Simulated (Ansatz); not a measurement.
```
CELL_PARAMETERS angstrom
      3.06396     0.00000     0.00000
      0.00000     3.06396     0.00000
      1.53198    -1.53198     2.18587
ATOMIC_POSITIONS crystal
  C  0.25000 0.25000 0.50000
  Si 0.00000 0.00000 0.00000
```

No spin polarisation.

Method: r2SCAN/PAW in Ansatz (a first-principles code), no spin-orbit coupling, earlier PAW set. Settings: 13×13×13 k-points, 0.05 eV Fermi–Dirac smearing.

**Question.** What is the computed electron mass?

**Answer.** 0.63 mₑ along k, 0.23 mₑ across (at X).

**Question.** Predict the gap character.

**Answer.** Indirect, Γ → X.

The cells carry an imposed strain or load. Effective masses come from finite differences of ±0.01 Å⁻¹. Along k means along the line from Γ to the band edge. Stability against distortions was not tested. The cell was made from SiC in the zinc blende structure (space group F-43m, No. 216) by this change: biaxial strain −0.54 %, plane normal [001], relaxed out of plane.
